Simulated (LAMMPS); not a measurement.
LAMMPS 22 Jul 2025, classical MD, Stillinger-Weber (Si.sw): Si, 2744 atoms.

| Property | Value |
|---|---|
| task | MD, nve |
| potential | Stillinger-Weber, Si.sw |
| copies of the repeat unit | 7×7×7 |
| shape (slab and sphere leave vacuum in the box) | bulk |
| steps | 2000 |
| timestep | 1 fs |
| thermo | 50 |
| newton | on (default) |
| atom_modify sort (bins of 2 Å where set) | 1000 (default) |
| comm_style | brick (default) |
| box | 38.0 × 38.0 × 38.0 Å |
| start | generated diamond lattice, warmed in an untimed run |

All runs start from one configuration, warmed at this fixed volume for 1000 steps under a thermostat at 100 K. The run at a skin of 2 Å has a mean temperature of 99.2 K and a mean pressure of 0.1 GPa.

Each setting ran once; only counts and results are compared.

With neigh_modify every 1 delay 0 check yes, skins of 0.1, 0.3, 0.5, 1, 1.5, 2, 3 Å were run. Further schedules:
- skin 0.3 Å, every 10 delay 0 check yes
- skin 1 Å, every 1 delay 10 check yes
- skin 1 Å, every 10 delay 0 check yes
- skin 1 Å, every 20 delay 0 check no
- skin 0.3 Å, every 1 delay 10 check yes
- skin 2 Å, every 1 delay 10 check yes
- skin 0.3 Å, every 100 delay 0 check no

A schedule rebuilds too seldom if it shows a dangerous build, rebuilds less often than the check at every step does at that skin, or fails.

Which schedules can miss pairs here, and how do rebuilds depend on the skin?

With the check at every step the rebuilds are 280 at 0.1 Å, 87 at 0.3 Å, 31 at 0.5 Å, 0 at 1 Å, 0 at 1.5 Å, 0 at 2 Å, 0 at 3 Å. Too seldom: skin 0.3 Å, every 10 delay 0 check yes; skin 0.3 Å, every 100 delay 0 check no.

| setting | rebuilds | dangerous builds | list entries an atom | change of the total energy (meV/atom) |
|---|---|---|---|---|
| skin 0.1 Å, every 1 delay 0 check yes | 280 | — | 13.0 | under 0.001 |
| skin 0.3 Å, every 1 delay 0 check yes | 87 | — | 16.0 | under 0.001 |
| skin 0.5 Å, every 1 delay 0 check yes | 31 | — | 16.0 | under 0.001 |
| skin 1 Å, every 1 delay 0 check yes | 0 | — | 28.0 | under 0.001 |
| skin 1.5 Å, every 1 delay 0 check yes | 0 | — | 28.0 | under 0.001 |
| skin 2 Å, every 1 delay 0 check yes | 0 | — | 34.0 | under 0.001 |
| skin 3 Å, every 1 delay 0 check yes | 0 | — | 69.8 | under 0.001 |
| skin 0.3 Å, every 10 delay 0 check yes | 70 | 0 | 16.0 | under 0.001 |
| skin 1 Å, every 1 delay 10 check yes | 0 | 0 | 28.0 | under 0.001 |
| skin 1 Å, every 10 delay 0 check yes | 0 | 0 | 28.0 | under 0.001 |
| skin 1 Å, every 20 delay 0 check no | 100 | not counted | 28.0 | under 0.001 |
| skin 0.3 Å, every 1 delay 10 check yes | 87 | 0 | 16.0 | under 0.001 |
| skin 2 Å, every 1 delay 10 check yes | 0 | 0 | 34.0 | under 0.001 |
| skin 0.3 Å, every 100 delay 0 check no | 20 | not counted | 16.0 | under 0.001 |

Where the energy changes as in the checked runs, the late rebuilds cost nothing that shows in this run. List entries are as LAMMPS prints them (Ave neighs/atom).
